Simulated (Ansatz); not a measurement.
System: ZnSnO3 (R3c, No. 161, 10 atoms in the cell; start mp-13334). Method: LDA (plane waves, PAW; Ansatz, an electronic-structure program).

Numerical settings: plane-wave cutoff 520 eV, 8×8×8 k mesh, Fermi–Dirac smearing 0.01 eV, scalar-relativistic PAW data made under PBE.

Cell (relaxed at this level):

```cif
data_O18Sn6Zn6
_chemical_formula_sum 'Zn6 Sn6 O18'
_space_group_name_H-M_alt 'R3c :H'
_space_group_IT_number 161
_space_group_name_Hall 'R 3 -2"c'
_cell_length_a 5.22376
_cell_length_b 5.22376
_cell_length_c 13.85972
_cell_angle_alpha 90.000
_cell_angle_beta 90.000
_cell_angle_gamma 120.000
loop_
_atom_site_label
_atom_site_type_symbol
_atom_site_symmetry_multiplicity
_atom_site_Wyckoff_symbol
_atom_site_fract_x
_atom_site_fract_y
_atom_site_fract_z
_atom_site_occupancy
Zn1 Zn 6 a 0.00000 0.00000 0.21522 1
Sn1 Sn 6 a 0.00000 0.00000 0.49754 1
O1 O 18 b 0.00762 0.30646 0.09622 1
```
(The calculation used a cell of 10 atoms; values per cell refer to that cell.)

Task: Estimate the band gap that the calculation returns.

Result: 
* **band gap**: 1.46 eV

Spin–orbit coupling is not included.

The result took about 50 core-seconds (a rough figure).

A start named mp-… is a Materials Project structure, which need not be a measured phase.
